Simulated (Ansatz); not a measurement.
## What isotropic strain −3.00 % does to CsPbBr3

Consider CsPbBr3 in the cubic perovskite structure (space group Pm-3m, No. 221; a = 5.770 Å).

Perturbation: the cell is scaled by 0.9700 in all directions, atoms relaxed at fixed cell.

Level of theory: Ansatz (a quantum-chemistry and plane-wave program), LDA, PAW, cutoff 420 eV, without spin-orbit coupling. Γ-centred 6×6×6 mesh, Fermi–Dirac width 0.05 eV.

```json
[
 {"quantity": "volume per atom", "base": "38.42 Å³", "changed": "35.07 Å³", "shift": "-3.355 Å³"},
 {"quantity": "space group", "base": "Pm-3m (No. 221)", "changed": "Pm-3m (No. 221)", "shift": "–"},
 {"quantity": "shortest interatomic distance", "base": "2.885 Å", "changed": "2.799 Å", "shift": "-0.0866 Å"},
 {"quantity": "energy relative to the base (free energy F)", "base": "0 meV/atom", "changed": "+28 meV/atom", "shift": "+28 meV/atom"},
 {"quantity": "pressure", "base": "0.0 kbar", "changed": "28.9 kbar", "shift": "+28.9 kbar"},
 {"quantity": "band gap", "base": "1.17 eV", "changed": "0.70 eV", "shift": "-0.47 eV"},
 {"quantity": "gap character", "base": "direct at R", "changed": "direct at R", "shift": "–"},
 {"quantity": "mean gap deformation potential ΔEg/Δln V", "base": "–", "changed": "+5.1 eV", "shift": "–"},
 {"quantity": "width of the top valence band", "base": "2.37 eV", "changed": "3.06 eV", "shift": "+0.697 eV"},
 {"quantity": "electron mass (degenerate bands, along [100])", "base": "0.066, 0.67, 0.67 mₑ (at R)", "changed": "0.046, 0.59, 0.59 mₑ (at R)", "shift": "–"},
 {"quantity": "hole mass", "base": "0.11 mₑ (at R)", "changed": "0.061 mₑ (at R)", "shift": "–"},
 {"quantity": "valley order (the lowest conduction-band minima on the path, energy above the VBM, named in the base's zone)", "base": "R along ⟨111⟩ 1.17 eV; Γ 2.42 eV", "changed": "R along ⟨111⟩ 0.70 eV; Γ 1.90 eV", "shift": "–"}
]
```

Cost of the whole job for the changed cell (relaxation, final SCF and bands): around 50 core-seconds (rough).

Spin-orbit coupling, missing from the scalar runs, can matter with Pb. Effective masses come from finite differences of ±0.01 Å⁻¹. Whether these cells are dynamically stable was not tested. Many cubic perovskites are stable only at high temperature; tilts and polar distortions were not tested. This is not the structure that CsPbBr3 has at room temperature and ambient pressure.
